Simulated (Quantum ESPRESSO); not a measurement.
## How a calculation on SnClF (Pnma, 12 atoms in the cell) responds to its settings

```xyz
12
Lattice="6.1027 0.0000 0.0000 0.0000 4.3484 0.0000 0.0000 0.0000 10.0975" Properties=species:S:1:pos:R:3 pbc="T T T"
F      2.4576     1.0871     5.2456
F      0.5938     3.2613     0.1969
F      5.5089     1.0871     9.9006
F      3.6452     3.2613     4.8518
Cl     2.4087     1.0871     8.7222
Cl     0.6426     3.2613     3.6735
Cl     5.4601     1.0871     6.4240
Cl     3.6940     3.2613     1.3753
Sn     1.2950     1.0871     0.8694
Sn     1.7564     3.2613     5.9181
Sn     4.3464     1.0871     4.1793
Sn     4.8077     3.2613     9.2281
```

Base run A: Quantum ESPRESSO with PBEsol, GBRV 1.5 ultrasoft (PBESOL) pseudopotentials, self-consistent single point.

Its settings: ecutwfc = 40 Ry; ecutrho = 200 Ry; occupations = smearing; smearing = marzari-vanderbilt; degauss = 0.0073499 Ry; K_POINTS = automatic 3 3 2 0 0 0; conv_thr = 1e-09 Ry; mixing_beta = 0.3.

The starting cell comes from a database of published, mostly measured structures (it also holds non-ambient and calculated ones), without a prior relaxation at this level. Its lattice was rescaled by a random factor within 2.5 % of one.

Run A gave: pressure (GPa) 0.60; largest force (eV/Å) 0.408; gap on the mesh (eV) 3.188.

Runs:
- B: pseudopotentials: {F: f_pbesol_v1.4.uspp.F.UPF, Cl: cl_pbesol_v1.4.uspp.F.UPF, Sn: sn_pbesol_v1.4.uspp.F.UPF} → {F: f_lda_v1.4.uspp.F.UPF, Cl: cl_lda_v1.4.uspp.F.UPF, Sn: sn_lda_v1.4.uspp.F.UPF} [LDA (PZ)]
- C: pseudopotentials: {F: f_pbesol_v1.4.uspp.F.UPF, Cl: cl_pbesol_v1.4.uspp.F.UPF, Sn: sn_pbesol_v1.4.uspp.F.UPF} → {F: f_pbe_v1.4.uspp.F.UPF, Cl: cl_pbe_v1.4.uspp.F.UPF, Sn: sn_pbe_v1.4.uspp.F.UPF}; input_dft: default → blyp [BLYP]
- D: pseudopotentials: {F: f_pbesol_v1.4.uspp.F.UPF, Cl: cl_pbesol_v1.4.uspp.F.UPF, Sn: sn_pbesol_v1.4.uspp.F.UPF} → {F: f_pbe_v1.4.uspp.F.UPF, Cl: cl_pbe_v1.4.uspp.F.UPF, Sn: sn_pbe_v1.4.uspp.F.UPF}; input_dft: default → wc [Wu-Cohen GGA]
- E: pseudopotentials: {F: f_pbesol_v1.4.uspp.F.UPF, Cl: cl_pbesol_v1.4.uspp.F.UPF, Sn: sn_pbesol_v1.4.uspp.F.UPF} → {F: f_pbe_v1.4.uspp.F.UPF, Cl: cl_pbe_v1.4.uspp.F.UPF, Sn: sn_pbe_v1.4.uspp.F.UPF}; input_dft: default → vdw-df2 [vdW-DF2]
- F: pseudopotentials: {F: f_pbesol_v1.4.uspp.F.UPF, Cl: cl_pbesol_v1.4.uspp.F.UPF, Sn: sn_pbesol_v1.4.uspp.F.UPF} → {F: f_pbe_v1.4.uspp.F.UPF, Cl: cl_pbe_v1.4.uspp.F.UPF, Sn: sn_pbe_v1.4.uspp.F.UPF}; input_dft: default → vdw-df-cx [vdW-DF-cx]
- G: pseudopotentials: {F: f_pbesol_v1.4.uspp.F.UPF, Cl: cl_pbesol_v1.4.uspp.F.UPF, Sn: sn_pbesol_v1.4.uspp.F.UPF} → {F: f_pbe_v1.4.uspp.F.UPF, Cl: cl_pbe_v1.4.uspp.F.UPF, Sn: sn_pbe_v1.4.uspp.F.UPF}; input_dft: default → rvv10 [rVV10]

What does run D change against A?

The pressure moves little (0.60 to 0.65 GPa), the largest force goes from 0.408 to 0.425 eV/Å and the gap on the mesh moves little (3.188 to 3.189 eV).

What does run B change against A?

The pressure goes from 0.60 to -1.64 GPa, the largest force goes from 0.408 to 0.326 eV/Å and the gap on the mesh goes from 3.188 to 3.126 eV.

| run | pressure (GPa) | largest force (eV/Å) | gap on the mesh (eV) |
|---|---|---|---|
| A | 0.60 | 0.408 | 3.188 |
| B | -1.64 | 0.326 | 3.126 |
| C | 5.95 | 0.862 | 3.375 |
| D | 0.65 | 0.425 | 3.189 |
| E | 6.32 | 1.256 | 3.344 |
| F | 1.20 | 0.508 | 3.285 |
| G | 2.90 | 0.917 | 3.180 |

Left out of this page: 3 runs of the series held back from this collection.
